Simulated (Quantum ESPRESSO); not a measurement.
Quantum ESPRESSO 7.5, DFT, PBE, plane waves, PseudoDojo 0.5 standard norm-conserving PBE (local tails restored to the Coulomb form): 3C-SiC, 2 atoms. Basis and mesh were picked for this test and aren't claimed converged.

cell: 3.08, 3.08, 3.08 Å; 60, 60, 60°
task: scf
ecutwfc: 82 Ry
ecutrho: 328 Ry
occupations: fixed
conv_thr: 2e-09 Ry
tprnfor: true
tstress: false
diagonalization: david (default)
mixing_mode: plain (default)
mixing_beta: 0.7 (default)
mixing_ndim: 8 (default)
k-points computed (base settings): 47
bands (base settings): 4
electrons (base settings): 8
G-vectors of the density (base settings): 14163
FFT grid (base settings): 36×36×36
symmetry operations (base settings): 24

Machine A. It runs on a single node (Intel Xeon 6 (Granite Rapids), 96 cores on 1 socket, 2 hardware threads a core, 3 L3 cache groups, 3 NUMA nodes).

Machine B. It runs on a single node (AMD EPYC (Zen 5), 96 cores on 1 socket, no SMT, 12 L3 cache groups).

Times are wall-clock medians of two to five runs, from launch to exit, with nothing else on the machine. Processes are pinned to neighbouring cores unless said otherwise. The build: conda-forge: Open MPI 5.0, OpenMP, OpenBLAS 0.3.34 (pthreads), FFTW, ScaLAPACK, ELPA; another build can shift the numbers. Scratch files lie in a memory file system.

All on 16 ranks. Base settings, kept where nothing else is said: k_points = 10×10×10, -nk 16, nosym = false (default), noinv = false (default). On machine A:

```
run                         wall time on A
--------------------------  --------------
the base settings                    1.7 s
k_points = 5×5×5, -nk 4              1.0 s
nosym = true                         4.8 s
k_points = 12×12×12                  1.9 s
k_points = 15×15×15                  2.0 s
k_points = 8×8×8                     1.6 s
nosym = true, noinv = true           8.1 s
noinv = true                         1.6 s
```

Problem. Predict the times on machine B.

Solution. 
```json
[
 {"run": "the base settings", "A": "1.7 s", "B": "1.5 s", "B over A": "0.91"},
 {"run": "k_points = 5×5×5, -nk 4", "A": "1.0 s", "B": "0.92 s", "B over A": "0.91"},
 {"run": "nosym = true", "A": "4.8 s", "B": "3.7 s", "B over A": "0.78"},
 {"run": "k_points = 12×12×12", "A": "1.9 s", "B": "1.6 s", "B over A": "0.89"},
 {"run": "k_points = 15×15×15", "A": "2.0 s", "B": "1.8 s", "B over A": "0.88"},
 {"run": "k_points = 8×8×8", "A": "1.6 s", "B": "1.5 s", "B over A": "0.93"},
 {"run": "nosym = true, noinv = true", "A": "8.1 s", "B": "6.1 s", "B over A": "0.75"},
 {"run": "noinv = true", "A": "1.6 s", "B": "1.5 s", "B over A": "0.91"}
]
```

B takes 0.75 to 0.93 times the time of A. The shortest run is k_points = 5×5×5, -nk 4 on both.
